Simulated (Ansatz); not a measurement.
Consider the following.

End structure of a constructed model of the (110) surface of bcc W, a pseudomorphic layer of Ta in the host's stacking (bottom of the slab: a bare face, its two planes held):

```yaml
crystal:
  lattice:
    - [2.75768, 0.00000, 0.00000]
    - [-0.91923, 2.59996, 0.00000]
    - [0.00000, 0.00000, 30.50000]
  atoms:
    - { symbol: W, position: [0.50000, 0.50000, 0.26545] }
    - { symbol: W, position: [0.00000, 0.00000, 0.33927] }
    - { symbol: W, position: [0.50000, 0.50000, 0.41312] }
    - { symbol: W, position: [0.00000, 0.00000, 0.48697] }
    - { symbol: W, position: [0.50000, 0.50000, 0.56069] }
    - { symbol: W, position: [0.00000, 0.00000, 0.63424] }
    - { symbol: Ta, position: [0.50000, 0.50000, 0.70894] }
```

Model: 7-atom slab, 14.3 Å thick at the start with caps and adatoms, 14x14x1 mesh, Fermi-Dirac 0.1 eV, dipole correction, 2 atoms held, the rest relaxed; held to the start's symmetry, so lower structures may exist; no spin, no spin-orbit, no U. It is one candidate, not shown to be the stable structure of the face.

### Question
What is the computed work function of the top face (PBE run with Ansatz, a program for electronic structure)?

### Answer
4.77 eV
